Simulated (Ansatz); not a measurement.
The parent structure is GaAs in the zinc blende structure (space group F-43m, No. 216).

```
GaAs
1.0
    0.00000     2.83335     2.83335
    2.83335     0.00000     2.83335
    2.83335     2.83335     0.00000
As Ga
1 1
Direct
  0.75000   0.75000   0.75000
  0.00000   0.00000   0.00000
```

Cartesian axes are those of the cell as printed.

Level of theory: r2SCAN, PAW, 500 eV (Ansatz, a first-principles code; no spin-orbit coupling).

For the base:

The electron mass comes out as 0.051 mₑ (at Γ) and the band gap is 0.96 eV. The shortest interatomic distance is 2.454 Å.

The change: the cell is stretched by 2.17 % along x with no lateral relaxation, atoms relaxed at fixed cell.

Estimate the effect on the electron mass, energy relative to the base, band gap and shortest interatomic distance.

The electron mass changes from 0.051 mₑ (at Γ) to 0.045 mₑ along x, 0.041 mₑ across (at Γ); the energy rises by 3.8 meV/atom; the band gap drops by 0.22 eV, from 0.96 eV to 0.74 eV; the shortest interatomic distance grows by 0.018 Å, from 2.454 Å to 2.472 Å.

The cells carry an imposed strain or load. Effective masses come from finite differences of ±0.01 Å⁻¹. No phonon test of stability was made.
